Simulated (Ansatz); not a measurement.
Band structure of TaAs (I4_1md, 4 atoms in the cell).

```
CELL_PARAMETERS angstrom
     -1.74764     1.74764     5.95596
      1.74764    -1.74764     5.95596
      1.74764     1.74764    -5.95596
ATOMIC_POSITIONS crystal
  Ta 0.49997 0.99997 0.50000
  Ta 0.74997 0.74997 0.00000
  As 0.08263 0.58263 0.50000
  As 0.33263 0.33263 0.00000
```

Method of the run: PBE, PAW files (plane waves; Ansatz, a first-principles code).

Settings: kpoints.mp_grid.grid = 8 8 8; hamiltonian.xc = pbe; hamiltonian.pseudopotentials = {kind: paw} (an earlier, softer set of the program's PAW files); scf.occupations.method = gaussian; scf.occupations.width = 0.01 Ry; kpoints.band_path.npoints = 8.

The starting cell comes from a database of computed structures (which also holds hypothetical and non-ambient phases and stackings), without a prior relaxation at this level. Its lattice was rescaled by a random factor within 2.5 % of one. Spin-orbit coupling is off. Spin polarisation is off.

Levels in eV from the Fermi level, bands 25 to 32:
```
point     25     26     27     28    29    30    31    32
-----  -----  -----  -----  -----  ----  ----  ----  ----
Γ      -2.22  -1.85  -1.61  -1.61  0.86  1.47  2.19  2.89
X      -3.13  -3.13  -1.10  -1.10  2.62  2.62  2.87  2.87
Y      -3.11  -3.11  -1.12  -1.12  2.47  2.47  2.78  2.78
S      -2.35  -2.35  -1.68  -0.08  0.04  1.60  1.99  2.36
Z      -2.63  -2.63  -0.97  -0.97  1.15  1.15  2.15  2.15
S1     -2.35  -2.35  -1.68  -0.08  0.04  1.60  1.99  2.36
N      -2.36  -2.27  -1.49  -0.30  0.12  1.29  2.10  2.30
P      -3.14  -3.14  -1.10  -1.10  2.63  2.63  2.86  2.86
Y1     -3.11  -3.11  -1.12  -1.12  2.47  2.47  2.78  2.78
```

Bands cross the Fermi level along this path, so the cell is metallic at this level.

Keys are those of Ansatz 0.2.
